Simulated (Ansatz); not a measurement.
Effect of biaxial strain −0.91 %, plane normal [001], relaxed out of plane on HfSi2

Base system: HfSi₂ (space group Cmcm, No. 63; a = 3.6828 Å, b = 14.5980 Å, c = 3.6582 Å). Axes: x, y, z lie along a, b, c of the conventional cell.

Modification: biaxial strain −0.91 %, plane normal [001], relaxed out of plane (Cartesian); in-plane vectors clamped, the third vector and the atoms free.

Calculations: DFT with PBE, PAW potentials and a 420 eV plane-wave cutoff in Ansatz (an electronic-structure program), scalar-relativistic without spin-orbit coupling. Γ-centred 13×13×13 mesh, Fermi–Dirac width 0.05 eV.

```csv
quantity,base,changed,shift
volume per atom,16.39 Å³,16.18 Å³,-0.21 Å³
space group,Cmcm (No. 63),Cmcm (No. 63),–
shortest interatomic distance,242.1 pm,242.2 pm,+0.1 pm
energy relative to the base (free energy F),0 meV/atom,+2.0 meV/atom,+2.0 meV/atom
band gap,zero,zero,–
out-of-plane strain (rough),–,+0.57 %,–
```

Final structure (turned so that z lies along the plane normal):

```yaml
crystal:
  lattice:
    - [3.64926, 0.00000, 0.00000]
    - [1.82463, 7.23259, 0.00000]
    - [0.00000, 0.00000, 3.67894]
  atoms:
    - { symbol: Si, position: [0.94555, 0.10889, 0.75000] }
    - { symbol: Si, position: [0.05445, 0.89111, 0.25000] }
    - { symbol: Si, position: [0.25016, 0.49969, 0.75000] }
    - { symbol: Si, position: [0.74984, 0.50031, 0.25000] }
    - { symbol: Hf, position: [0.60517, 0.78967, 0.75000] }
    - { symbol: Hf, position: [0.39483, 0.21033, 0.25000] }
```

Without a gap, meshes like the base's 13×13×13 leave anisotropic stresses uncertain by several tenths of a GPa, and small strain energies with them. Whether these cells are dynamically stable was not tested. The final runs are not spin-polarised.
